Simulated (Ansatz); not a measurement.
**NaF (model structure, started from the NiAs type, P6₃/mmc, No. 194, 4 atoms in the cell)**

Method: r²SCAN+rVV10 in Ansatz (plane waves, PAW).

Run with plane-wave cutoff 560 eV, 12×12×8 k mesh (along the axes of the cell as run), Fermi–Dirac smearing 0.01 eV, scalar-relativistic PAW data made under PBE.

Cell (relaxed at this level):

Space group P6₃/mmc (No. 194); a = b = 3.161 Å, c = 5.541 Å, α = β = 90.00°, γ = 120.00°

```csv
atom,site,symmetry,x,y,z
Na,2a,-3m.,0.0000,0.0000,0.0000
F,2c,-6m2,0.3333,0.6667,0.2500
```

For NaF (model structure, started from the NiAs type, P6₃/mmc, No. 194, 4 atoms in the cell), the band gap is 7.19 eV (on the SCF k mesh).

Note: the relaxation could raise the start's symmetry but not lower it, so the cell can be a saddle point.

Computed values are for the static lattice.

Computing time: about 2.3 core-minutes (a rough figure).

A model structure was made by putting elements into a prototype or built by hand; it is no filed structure, need not be a known phase, and can be a saddle point held by its symmetry.

Ansatz is an electronic-structure program.
